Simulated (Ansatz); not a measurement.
La$_{2}$O$_{3}$ (P-3m1), Ansatz (a first-principles code) with PBE, rigid bands: Condition of this run: functional PBE, cell relaxed with it. band gap 3.83 eV, N_c = 2.82e20 cm⁻³ and N_v = 9.30e20 cm⁻³ at 300 K, conductivity masses along z (a = (3.94, 0.00, 0.00) Å; b = (-1.97, 3.41, 0.00) Å; c = (0.00, 0.00, 6.19) Å) of 1.08 mₑ (electrons) and 1.29 mₑ (holes). Take k_BT = 0.02585 eV.

Question: What thermal injection velocity √(2k_BT/πm) limits a ballistic channel along the direction named?

Answer: 5.18e6 cm/s for electrons and 4.74e6 cm/s for holes, a ratio of √(m_h/m_e) = 1.09, for dilute carriers.

Question: A film of it is 3 nm thick, with its normal along the direction named. Estimate the confinement energies in an infinite well.

Answer: ħ²π²/(2m t²) = 0.376 eV·nm²/(m/mₑ × t²) gives 38.7 meV for electrons and 32.4 meV for holes, so the gap would widen to about 3.90 eV. Finite barriers and nonparabolic bands lower this, and with several valleys or bands the heaviest mass along the normal sets the lowest level, not this average.

Question: Find the intrinsic carrier density and the intrinsic Fermi level.

Answer: n_i = √(N_c N_v) exp(−E_g/2k_BT) = 5.12e20 × exp(−74.08) = 3.5e-12 cm⁻³. The level lies (k_BT/2) ln(N_v/N_c) = 15 meV from mid-gap (positive towards the conduction band). Each 0.1 eV added to the gap lowers n_i by a factor of 6.9.

Rigid, parabolic bands with the computed gap; masses take one relaxation time for all states. Spin-orbit coupling is left out; where it splits the top of the valence band, N_v and the p-type Seebeck coefficient come out somewhat high without it.
